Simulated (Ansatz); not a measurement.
The parent structure is WC (space group P-6m2, No. 187; relaxed with 0.1 eV smearing).

```
CELL_PARAMETERS angstrom
      2.89911     0.00000     0.00000
     -1.44955     2.51070     0.00000
      0.00000     0.00000     2.82680
ATOMIC_POSITIONS crystal
  W  0.00000 0.00000 0.00000
  C  0.33333 0.66667 0.50000
```

Cartesian axes are those of the cell as printed.

Level of theory: PBEsol (Ansatz, a quantum-chemistry and plane-wave program), no SOC.

Now apply this change: the cell is scaled by 0.9700 in all directions, atoms relaxed at fixed cell.

Q: Predict the stress tensor and what it implies for the stiffness.

A: Stress of the strained cell less that of the base (GPa, compression positive):
```
   43.0     0.0     0.0
    0.0    43.0     0.0
    0.0     0.0    50.0
```

Then B = −ΔP/(ΔV/V₀) with ΔV/V₀ = -0.0873 gives secant stiffness values (nonlinear terms included at this strain): B (at held cell shape, above the free-shape value) ≈ 519 GPa.

As a check, the harmonic strain energy −½ V₀ Δσ:ε is 130 meV/atom; the computed energy rise is 117 meV/atom.

Stability against distortions was not tested. All final runs are without spin polarisation.
